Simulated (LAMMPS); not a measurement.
Size effects in liquid Cu3Au (L1_2) at 1320 K and zero pressure.

Computed with classical MD, pair style eam, the elements' _u3.eam files (universal-3 set of Foiles, Baskes and Daw), run in LAMMPS.

| atoms | volume | first peak of g(r), Au-Cu | D(Au) | D(Cu) | rough cost (core-seconds per simulated ps) |
|---|---|---|---|---|---|
| 108 | 14.643 ± 0.006 Å³/atom | 2.61 Å, height 2.9 | (1.9 ± 0.1) × 10^-5 cm²/s | (2.3 ± 0.2) × 10^-5 cm²/s | 0.14 |
| 256 | 14.664 ± 0.003 Å³/atom | 2.64 Å, height 2.8 | (2.2 ± 0.2) × 10^-5 cm²/s | (2.7 ± 0.2) × 10^-5 cm²/s | 0.21 |
| 4000 | 14.669 ± 0.001 Å³/atom | 2.62 Å, height 2.9 | (2.82 ± 0.07) × 10^-5 cm²/s | (3.15 ± 0.07) × 10^-5 cm²/s | 2.3 |
| 16384 | 14.667 ± 0.001 Å³/atom | 2.62 Å, height 2.9 | (2.716 ± 0.008) × 10^-5 cm²/s | (3.24 ± 0.01) × 10^-5 cm²/s | 17 |

Periodic images slow diffusion in small cells, by a term that falls as 1/L. Costs are rough.

Caution: a run this short can hold a crystal over, or a liquid under, the potential's own melting point, which these runs don't give.

Errors of D are the spread over four groups of atoms in one short run; a floor of about 5 %, a picked value, is safer.

The ± values are statistical; the model's systematic error is not in them.
